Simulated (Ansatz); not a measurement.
ZnS: response to strain

Consider ZnS in the wurtzite structure (space group P6_3mc, No. 186; a = 3.782 Å, c = 6.208 Å). Axes: x lies along a and z along c of the hexagonal cell.

Strains are applied to the cell and any free atomic positions relax.

The values are results of Ansatz (a program for electronic structure), PBEsol, PAW, cutoff 420 eV, no spin-orbit coupling, not measurements.

| variant | volume per atom | electron mass | band gap |
|---|---|---|---|
| base | 19.23 Å³ | 0.16 mₑ along c, 0.18 mₑ across (at Γ) | 2.15 eV |
| uniaxial strain ε_zz = +0.60 % | 19.34 Å³ | 0.15 mₑ along z, 0.18 mₑ across (at Γ) | 2.11 eV |
| uniaxial strain ε_zz = +1.20 % | 19.46 Å³ | 0.15 mₑ along z, 0.18 mₑ across (at Γ) | 2.06 eV |
| uniaxial strain ε_zz = +1.80 % | 19.57 Å³ | 0.15 mₑ along z, 0.18 mₑ across (at Γ) | 2.02 eV |
| uniaxial strain ε_zz = +2.40 % | 19.69 Å³ | 0.14 mₑ along z, 0.18 mₑ across (at Γ) | 1.97 eV |
| uniaxial strain ε_zz = +3.00 % | 19.80 Å³ | 0.14 mₑ along z, 0.18 mₑ across (at Γ) | 1.92 eV |

Effective masses come from finite differences of ±0.01 Å⁻¹. Whether these cells are dynamically stable was not tested.
